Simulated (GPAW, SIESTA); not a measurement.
A SIESTA input for a self-consistent single point of CdS (F-43m, 2 atoms in the cell) (DFT, GGA PBE, numerical atomic orbitals DZP, PseudoDojo PBE standard norm-conserving potentials (rewritten from UPF to PSML)):

```
# files in the folder: Cd.psml S.psml (PseudoDojo PBE standard)
SystemName  CdS
SystemLabel cds

NumberOfAtoms                2
NumberOfSpecies              2
%block ChemicalSpeciesLabel
  1 48 Cd
  2 16 S
%endblock ChemicalSpeciesLabel
LatticeConstant              1.0 Ang
%block LatticeVectors
     0.000000000    2.883507000    2.883507000
     2.883507000    0.000000000    2.883507000
     2.883507000    2.883507000    0.000000000
%endblock LatticeVectors
AtomicCoordinatesFormat      Fractional
%block AtomicCoordinatesAndAtomicSpecies
     0.000000000    0.000000000    0.000000000  1
     0.250000000    0.250000000    0.250000000  2
%endblock AtomicCoordinatesAndAtomicSpecies

XC.functional                GGA
XC.authors                   PBE
PAO.BasisSize                DZP
PAO.EnergyShift              0.005 Ry
MeshCutoff                   350 Ry
%block kgrid.MonkhorstPack
   10   0   0  0.0
    0  10   0  0.0
    0   0  10  0.0
%endblock kgrid.MonkhorstPack
OccupationFunction           FD
ElectronicTemperature        10 K

MaxSCFIterations             150
SCF.Mixer.Method             Broyden
SCF.Mixer.Weight             0.25
SCF.Mixer.History            8
SCF.DM.Tolerance             1.0E-05
Diag.ParallelOverK           true
WriteForces                  true
Charge.Mulliken              end
```

### Question
Give the GPAW input for the same structure, mesh, smearing and functional.

### Answer
One input that does it (others would too):

```python
from ase import Atoms
from ase.units import GPa
from gpaw import GPAW, PW, FermiDirac

atoms = Atoms(['Cd', 'S'],
              cell=[[0.000000, 2.883507, 2.883507],
                    [2.883507, 0.000000, 2.883507],
                    [2.883507, 2.883507, 0.000000]],
              positions=[[0.000000, 0.000000, 0.000000],
                         [1.441753, 1.441753, 1.441753]],
              pbc=True)

calc = GPAW(mode=PW(550),
            xc='PBE',
            kpts={'size': (10, 10, 10), 'gamma': True},
            occupations=FermiDirac(0.0),
            nbands=-4,
            convergence={'bands': -2},
            symmetry={'symmorphic': False, 'tolerance': 0.0005},
            maxiter=150,
            txt='-')

atoms.calc = calc

energy = atoms.get_potential_energy()
print('Energy (eV):', round(energy, 6))
forces = atoms.get_forces()
print('Forces (eV/Ang):')
print(forces.round(5))
stress = atoms.get_stress()
print('Stress (GPa, Voigt):', (stress / GPa).round(4))
```

Basis, cutoffs, solver keys and any potentials are the target program's own. This input uses DFT PBE, plane waves, GPAW PAW datasets PBE (gpaw-data 1.0.1). Both were run: pressure 5.19 GPa in SIESTA and 4.94 in GPAW; gap on the mesh 1.495 eV in SIESTA and 1.198 in GPAW.

On SIESTA: the starting cell comes from a database of computed structures (which also holds hypothetical and non-ambient phases and stackings), without a prior relaxation at this level. Its lattice was rescaled by a random factor within 2.5 % of one. Values carry the incompleteness of an atom-centred basis. With a pressure of about 5 GPa the cell is away from its equilibrium volume at this level.

On GPAW: the starting cell comes from a database of computed structures (which also holds hypothetical and non-ambient phases and stackings), without a prior relaxation at this level. Its lattice was rescaled by a random factor within 2.5 % of one. With a pressure of about 5 GPa the cell is away from its equilibrium volume at this level.
